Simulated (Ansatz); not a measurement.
A zone-centre phonon calculation of CrGa₄ (Im-3m, 5 atoms in the cell) with Ansatz (a quantum-chemistry and plane-wave program).

Method: LDA (PW92), default PAW files made with PBE (plane waves; Ansatz).

```
CELL_PARAMETERS angstrom
     -2.81304     2.81304     2.81304
      2.81304    -2.81304     2.81304
      2.81304     2.81304    -2.81304
ATOMIC_POSITIONS crystal
  Cr 0.00000 0.00000 0.00000
  Ga 0.00000 0.00000 0.50000
  Ga 0.00000 0.50000 0.00000
  Ga 0.50000 0.50000 0.50000
  Ga 0.50000 0.00000 0.00000
```

Reference input (self-consistent single point, DFT, LDA (PW92), plane waves, default PAW files made with PBE): basis.ecutwfc = 420 eV; kpoints.mp_grid.grid = 8 8 8; hamiltonian.xc = lda; hamiltonian.pseudopotentials = {kind: paw} (the program's default PAW files); scf.occupations.method = fermi_dirac; scf.occupations.width = 0.1 eV. This run's input differs from it in these lines:

Ansatz 0.2 input:
```diff
@@ -15,3 +15,3 @@
   mp_grid:
-    grid: [8, 8, 8]
+    grid: [12, 12, 12]
 hamiltonian:
@@ -24,6 +24,5 @@
     width: 0.1 eV
-output:
-  forces: true
-  eigenvalues: true
-  stress: true
+phonons:
+  method: dfpt
+  qmesh: [1, 1, 1]
```

Log, with long lists cut:

```
SCF iter   1: F=—  HF=-18151.761616 eV  |F-HF|=—  |Δ(HF+E_count)|=         —  Δρ=1.70e-2  dr2=2.73e-1  ethr=1.77e-3  ⟨swp⟩=5.7  Hψ=63824  notcnv=0
all-band conjugate gradients solve this SCF's bands
preconditioner: auto → Kerker (q_TF=auto, 2.595 Å⁻¹)
SCF iter   2: F=—  HF=-18151.743409 eV  |F-HF|=—  |Δ(HF+E_count)|=   1.82e-2  Δρ=7.41e-3  dr2=5.48e-2  ethr=4.14e-4  ⟨swp⟩=2.0  Hψ=25457  notcnv=0  defer=18
   [... lines left out ...]
SCF iter   8: F=—  HF=-18151.739168 eV  |F-HF|=—  |Δ(HF+E_count)|=   2.92e-8  Δρ=5.45e-6  dr2=4.06e-8  ethr=4.75e-10  ⟨swp⟩=2.0  Hψ=21260  notcnv=0  defer=18
SCF iter   9: F=—  HF=-18151.739168 eV  |F-HF|=—  |Δ(HF+E_count)|=  5.86e-10  Δρ=9.03e-7  dr2=9.09e-10  ethr=6.16e-11  ⟨swp⟩=1.1  Hψ=19070  notcnv=0  defer=18
SCF iter  10: F=—  HF=-18151.739168 eV  |F-HF|=—  |Δ(HF+E_count)|=  1.38e-10  Δρ=2.06e-7  dr2=4.03e-11  ethr=1.38e-12  ⟨swp⟩=2.7  Hψ=32563  notcnv=0  defer=18
SCF iter  11: F=-18151.739168 eV  HF=-18151.739168 eV  |F-HF|=0.00e0  |Δ(HF+E_count)|=  7.28e-12  Δρ=3.72e-8  dr2=6.87e-13  ethr=1.00e-12  ⟨swp⟩=5.2  Hψ=74486  notcnv=0
SCF 1 converged in 11 iterations: F = -18151.739168 eV  dr2 = 6.87e-13
DFPT response loops at Γ: preconditioner auto → Kerker (q_TF=auto, 2.595 Å⁻¹) (partly filled bands, converged f_vac=0.002) …
the response loops of the zone centre start from zero, take more passes and end by a threshold …
Free energy (F): -18151.739168 eV
Internal energy: -18151.718298 eV  (E = F + TS)
E sigma→0 (E₀):  -18151.728733 eV
Entropy (-TS):   -0.020871 eV (-4.174 meV/atom)
Fermi energy:    9.627314 eV
   [... lines left out ...]
  largest difference from the sums on the solved wave vectors: F 5.18e-1 eV, S 7.76e-4 and C_V 2.58e-4 eV/K
  zero-point energy: 0.155784 eV/cell   skipped modes (ω ≤ 0): 3   left out of the sums: 4.88e-5 of the cell's modes …
```

The run converged in 11 iterations. 

Summary of the result:
```
Quantity                                                                                                              Value
--------------------------------------------------------  -----------------------------------------------------------------
Free energy E − TS (on the zero of these files)                                                              -18151.7392 eV
Fermi level (on the code's own zero)                                                                                9.63 eV
Zone-centre frequencies (cm⁻¹; negative means imaginary)  0, 0, 0, 73, 73, 148, 148, 148, 177, 177, 177, 186, 318, 318, 318
```

The starting cell comes from a database of computed structures (which also holds hypothetical and non-ambient phases and stackings), without a prior relaxation at this level. Its lattice was rescaled by up to half a per cent. Spin polarisation is off.

Cost on one core of a shared machine: roughly 20 min.
